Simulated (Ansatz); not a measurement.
A self-consistent single point of Sb (Pm-3m, 1 atom in the cell) with Ansatz (a program for electronic structure).

Method of the run: PBEsol, default PAW files made with PBE (plane waves; Ansatz).

The change in words: lattice scaled by 0.98; basis.ecutwfc: 420 eV → 295 eV. Reference geometry:
```
CELL_PARAMETERS angstrom
      3.07409     0.00000     0.00000
      0.00000     3.07409     0.00000
      0.00000     0.00000     3.07409
ATOMIC_POSITIONS crystal
  Sb 0.00000 0.00000 0.00000
```

Reference input (self-consistent single point, DFT, PBEsol, plane waves, default PAW files made with PBE): basis.ecutwfc = 420 eV; kpoints.mp_grid.grid = 11 11 11; hamiltonian.xc = pbesol; hamiltonian.pseudopotentials = {kind: paw} (the program's default PAW files); scf.occupations.method = gaussian; scf.occupations.width = 0.1 eV. This run's input differs from it in these lines:

Ansatz 0.2 input:
```diff
@@ -2,5 +2,5 @@
   lattice:
-    - [3.074090, 0.000000, 0.000000]
-    - [0.000000, 3.074090, 0.000000]
-    - [0.000000, 0.000000, 3.074090]
+    - [3.012608, 0.000000, 0.000000]
+    - [0.000000, 3.012608, 0.000000]
+    - [0.000000, 0.000000, 3.012608]
   atoms:
@@ -8,3 +8,3 @@
 basis:
-  ecutwfc: 420.0
+  ecutwfc: 295.0
 kpoints:
```

Output (repeated stretches shortened):

```
SCF iter   1: F=—  HF=-6407.908238 eV  |F-HF|=—  |Δ(HF+E_count)|=         —  Δρ=5.53e-3  dr2=3.81e-3  ethr=1.77e-3  ⟨swp⟩=5.1  Hψ=3809  notcnv=0
all-band conjugate gradients solve this SCF's bands
preconditioner: auto → none
SCF iter   2: F=—  HF=-6407.905301 eV  |F-HF|=—  |Δ(HF+E_count)|=   2.94e-3  Δρ=2.60e-3  dr2=8.02e-4  ethr=2.54e-5  ⟨swp⟩=2.4  Hψ=1392  notcnv=0
SCF iter   3: F=—  HF=-6407.905018 eV  |F-HF|=—  |Δ(HF+E_count)|=   2.83e-4  Δρ=2.05e-4  dr2=6.59e-6  ethr=5.35e-6  ⟨swp⟩=2.0  Hψ=1056  notcnv=0
SCF iter   4: F=—  HF=-6407.905047 eV  |F-HF|=—  |Δ(HF+E_count)|=   2.89e-5  Δρ=1.00e-4  dr2=1.01e-6  ethr=4.39e-8  ⟨swp⟩=2.0  Hψ=1063  notcnv=0
iter 5 did not close the SCF: its close was put off for the readings that it lacked (scf_convergence_deferred on its scf_iter line)
SCF iter   5: F=-6407.905046 eV  HF=-6407.905046 eV  |F-HF|=1.48e-8  |Δ(HF+E_count)|=   6.20e-7  Δρ=9.45e-6  dr2=1.40e-8  ethr=6.75e-9  ⟨swp⟩=2.0  Hψ=1005  notcnv=0
SCF iter   6: F=-6407.905046 eV  HF=-6407.905046 eV  |F-HF|=4.42e-10  |Δ(HF+E_count)|=   5.23e-9  Δρ=1.75e-6  dr2=4.18e-10  ethr=9.33e-11  ⟨swp⟩=3.8  Hψ=2646  notcnv=0
SCF 1 converged in 6 iterations: F = -6407.905046 eV  dr2 = 4.18e-10
Free energy (F): -6407.905046 eV
Internal energy: -6407.901992 eV  (E = F + TS)
E sigma→0 (E₀):  -6407.903519 eV
Entropy (-TS):   -0.003054 eV (-3.054 meV/atom)
Fermi energy:    11.143402 eV
--- Forces (eV/Å), atoms counted from 1 ---
  atom   1  Sb    -0.00000000     0.00000000     0.00000000
--- Stress (GPa, compression-positive) ---
        3.331202      -0.000000       0.000000
       -0.000000       3.331202       0.000000
        0.000000       0.000000       3.331202
  P = ⅓ Tr σ = 3.3312 GPa (33.312 kbar)
  The stress holds the Pulay correction. Without it, at fixed plane waves, as pw.x and ABINIT print it: P = -3.9669 GPa
```

The run converged in 6 iterations. Against the reference run the free energy rises by 133 meV/atom and the pressure goes from -0.45 to 3.33 GPa. The full log also holds: “iter 5 did not close the SCF: its close was put off for the readings that it lacked (scf_convergence_deferred on its scf_iter line)”.

The starting cell comes from a database of computed structures (which also holds hypothetical and non-ambient phases and stackings), without a prior relaxation at this level. Its lattice was rescaled by up to half a per cent. For this run, on top of that: lattice scaled by 0.98. Ansatz's pressure includes its estimate of the finite-basis (Pulay) stress. Without the estimate this run gives -3.97 GPa. The cutoff lies below the one recommended for these files.
